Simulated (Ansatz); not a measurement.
# MgO: band gap against strain

MgO (rock salt, Fm-3m, 9.355 Å³/atom at rest) under an equal strain ε in the (001) plane with the normal axis free, as in a coherent film. PBEsol in Ansatz, a plane-wave DFT program (PAW, default set), 420 eV, 13×13×13 Γ-centred mesh, Fermi-Dirac smearing 0.05 eV; ions are relaxed within the symmetry of each cell. Gaps are the smallest over the k-mesh and a band path, without spin-orbit coupling; in all rows the valence edge lies at Γ and the conduction edge at Γ.

Here s stands for strain and Eg for gap.

| strain (%) | gap (eV) |
|---|---|
| -3.00 | ? |
| -1.50 | 4.785 |
| -1.00 | 4.730 |
| -0.50 | 4.675 |
| 0.00 | 4.620 |

Problem. Using a straight line, estimate the missing Eg at s = -3.00 from the other rows, showing the fit.

Solution. Means: s -0.75000, Eg 4.7025. About the means, the sum of products is -0.13750 and the sum of squares of s is 1.2500; the slope is their ratio. Least squares gives Eg = 4.6200 - 0.11000·s. Residuals (row less fit): 0.0000, 0.0000, 0.0000, 0.0000; standard error 0.0000 (degrees of freedom: 2). Over these rows the gap moves by -11 ± 0.03 eV per unit strain. At the withheld row, Eg = 4.6200 - 0.11000 × (-3.0) = 4.9500 eV. The calculation gives 4.949 eV, 0.0010 eV below the prediction (0.3 % of the range of Eg in the table). The row lies outside the fitted rows, so this is an extrapolation. The fitted rows scatter only by rounding.

Rows are the converged runs of the series near zero and its far end; series whose fitted rows scatter by over a few per cent of the range, as at a crossing or softening among them, aren't shown in this form. Most that stay on the fit to the last digits aren't either.
